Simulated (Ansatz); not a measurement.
CaO in the rock salt structure (space group Fm-3m, No. 225)

```cif
data_Ca4O4
_chemical_formula_sum 'Ca4 O4'
_space_group_name_H-M_alt 'Fm-3m'
_space_group_IT_number 225
_space_group_name_Hall '-F 4 2 3'
_cell_length_a 4.83079
_cell_length_b 4.83079
_cell_length_c 4.83079
_cell_angle_alpha 90.000
_cell_angle_beta 90.000
_cell_angle_gamma 90.000
loop_
_atom_site_label
_atom_site_type_symbol
_atom_site_symmetry_multiplicity
_atom_site_Wyckoff_symbol
_atom_site_fract_x
_atom_site_fract_y
_atom_site_fract_z
_atom_site_occupancy
Ca1 Ca 4 a 0.00000 0.00000 0.00000 1
O1 O 4 b 0.50000 0.50000 0.50000 1
```
(The calculation used a cell of 2 atoms; values per cell refer to that cell.)

Method: plane-wave PAW DFT at the PBE level (Ansatz, a quantum-chemistry and plane-wave program, 420 eV), no spin-orbit coupling. Settings: 12×12×12 k-points, 0.05 eV Fermi–Dirac smearing.

| Property | Value |
|---|---|
| Volume per atom | 14.09 Å³ |
| Density | 3.30 g/cm³ |
| Band gap | 3.66 eV, indirect, Γ → X |
| Electron mass | 1.4 mₑ along k, 0.44 mₑ across |
| Hole mass (degenerate bands, along [100]) | 0.35, 2.9, 2.9 mₑ |
| Lowest conduction-band minima above the VBM | X along ⟨100⟩ 3.66 eV; Γ 4.61 eV |
| Total energy | -1193.861 eV/atom (σ→0; compares only within this code and set-up) |

Masses are band curvatures over ±0.01 Å⁻¹ around the edge. Along k means along the line from Γ to the band edge. Whether these cells are dynamically stable was not tested.
